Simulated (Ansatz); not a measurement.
The parent structure is CsCaH3 in the cubic perovskite structure (space group Pm-3m, No. 221; a cell from a computed database, its experimental status unchecked).

```yaml
crystal:
  lattice:
    - [4.54054, 0.00000, 0.00000]
    - [0.00000, 4.54054, 0.00000]
    - [0.00000, 0.00000, 4.54054]
  atoms:
    - { symbol: Cs, position: [0.00000, 0.00000, 0.00000] }
    - { symbol: Ca, position: [0.50000, 0.50000, 0.50000] }
    - { symbol: H, position: [0.50000, 0.00000, 0.50000] }
    - { symbol: H, position: [0.00000, 0.50000, 0.50000] }
    - { symbol: H, position: [0.50000, 0.50000, 0.00000] }
```

Cartesian axes are those of the cell as printed.

Levels (all Ansatz, a first-principles code, PAW): PBEsol (420 eV, no spin-orbit coupling); r2SCAN (500 eV, no spin-orbit coupling).

Its gap is 2.88 eV with PBEsol and 3.60 eV with r2SCAN.

Now apply this change: uniaxial stress, 3 GPa compression along z, with the cell and atoms free to relax against it.

With PBEsol the gap becomes 2.77 eV.

### Question
If the r2SCAN correction stayed the same, what would the r2SCAN gap be, and what does the r2SCAN run give?

### Answer
A rigid correction of +0.72 eV gives 3.49 eV. The r2SCAN run gives 3.48 eV, so the two effects roughly add.

Single points use the geometry relaxed with PBEsol. Load acts through the strain it causes; cell and atoms are relaxed under it. Beyond what the load breaks, stability against distortions was not tested. Many cubic perovskites are stable only at high temperature; tilts and polar distortions were not tested.
